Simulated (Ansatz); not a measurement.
The starting structures come from a database of crystals and need not be the phases stable at ambient conditions.

 Where the default PAW files enter, the runs use the earlier of Ansatz's two default sets.

Data:

```
Cd2SSe
1.0
    4.29765     0.00000     0.00000
   -2.14883     3.72187     0.00000
    0.00000     0.00000     6.79763
Cd Se S
2 1 1
Cartesian
  0.00000   0.00000   3.33240
  0.00000   2.48125   0.06553
  0.00000   2.48125   4.25362
  0.00000   0.00000   0.83189
```

Space group of this cell: P3m1. The cell is strained (lengths along the current scaled by 0.97, ions clamped).

Transport runs along the normal of the first two printed cell vectors, the (001) (indices of the unstrained crystal) plane of the conventional cell.

No gap correction and no spin-orbit coupling; mid-gap values are interpolated between computed energies.

### Question
Estimate the band gap and the smallest decay constant κ at mid-gap that Ansatz (a program for electronic structure) with r2SCAN returns for this system.

### Answer
Gap 1.27 eV on a 12×12×6 mesh; κ = 0.102 1/Å, at the zone centre.
